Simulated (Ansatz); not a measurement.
Reference: Au (Fm-3m), r2SCAN, rigid bands (plane waves, PAW, scalar-relativistic; Ansatz, a first-principles code); geometry: cell and atoms relaxed with PBEsol.

Au is modelled in the cubic space group Fm-3m (No. 225), the fcc (Cu type) structure, Pearson symbol cF4. Lattice parameters: a = 4.0827 Å, b = 4.0827 Å, c = 4.0827 Å, α = 90.00°, β = 90.00°, γ = 90.00°. Au on 4a is surrounded by 12 Au at 2.887 Å (cuboctahedral). (Neighbours: up to the widest gap in distance over summed covalent radii, below 1.35, at either atom.)
(The calculation used a cell of 1 atom; values per cell refer to that cell.)

The density of states at the Fermi level per atom comes out as 0.26 states/eV, the drude plasma energy comes out as 9.3 eV and the root-mean-square Fermi velocity is 14.6 ×10⁵ m/s.

Replace Au by Cu on the same sites and relax. What happens?

Cu (Fm-3m): volume per atom 17.0 to 11.3 Å³; density of states at the Fermi level per atom stays about the same (0.26 states/eV to 0.28 states/eV); Drude plasma energy stays about the same (9.3 eV to 9.3 eV); root-mean-square Fermi velocity falls (14.6 ×10⁵ m/s to 11.5 ×10⁵ m/s).

Replace Au by Pt on the same sites and relax. What happens?

Pt (Fm-3m): volume per atom 17.0 to 15.0 Å³; density of states at the Fermi level per atom rises (0.26 states/eV to 1.90 states/eV); Drude plasma energy stays about the same (9.3 eV to 9.0 eV); root-mean-square Fermi velocity falls (14.6 ×10⁵ m/s to 5.0 ×10⁵ m/s).

Swap Au for Al, keeping the structure type. How do these values move?

Al (Fm-3m): volume per atom 17.0 to 16.2 Å³; density of states at the Fermi level per atom rises (0.26 states/eV to 0.38 states/eV); Drude plasma energy rises (9.3 eV to 12.4 eV); root-mean-square Fermi velocity stays about the same (14.6 ×10⁵ m/s to 15.8 ×10⁵ m/s).

Moves up to 14 % count as about the same. Metals at this level; values at 300 K, both spins, means over directions. As a rough test of the mesh, the Fermi surface's area from every second k point differs by up to 9 %. Spin-orbit coupling is left out.

The missing spin-orbit coupling matters most for Au (Fm-3m), Pt (Fm-3m).
